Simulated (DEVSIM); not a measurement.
**Schottky contact on n-type Si**

Structure: Schottky contact on n-type Si, at 300 K.

```
layer (left to right)  material  thickness (μm)  Nd (cm⁻³)   τn (s)   τp (s)
---------------------  --------  --------------  ---------  -------  -------
1                            Si           0.500     7.5e16  0.00018  0.00018
```

Left contact: Schottky, work function 4.82 eV, emission velocity 2.4e6 cm/s. Right contact: ohmic. Voltage is applied to the left contact. Recombination: SRH at mid-gap. Mobility is constant in doping.

The device is made up for the run: typed textbook-type constants, with dimensions and the other settings drawn at random. Values at 300 K.

```tsv
parameter	Si
gap (eV)	1.124
affinity (eV)	4.05
permittivity	11.7
Nc (cm⁻³)	2.86e19
Nv (cm⁻³)	3.1e19
μn (cm²/Vs)	1417
μp (cm²/Vs)	470
```

Simulated with DEVSIM: 1D drift-diffusion, Boltzmann statistics, complete ionisation; no tunnelling, impact ionisation, image-force lowering or self-heating. Metal contacts follow the ideal Schottky-Mott rule: no Fermi-level pinning, no interface dipoles.

```json
{
 "potential_step_across_the_device_at_zero_bias": "0.616 V",
 "largest_field_in_the_device_at_zero_bias": "120000 V/cm",
 "Dark forward voltage at 1 A/cm²": "0.351 V",
 "Dark forward voltage at 100 A/cm²": "0.471 V"
}
```

Dark forward current:

```
V (V)  J (A/cm²)
-----  ---------
0.05      7.4e-6
0.10      5.9e-5
0.15     0.00041
0.20      0.0029
0.25       0.020
0.30        0.14
0.35        0.94
0.40         6.5
0.45          45
0.50         300
0.55        1700
0.60        6700
```
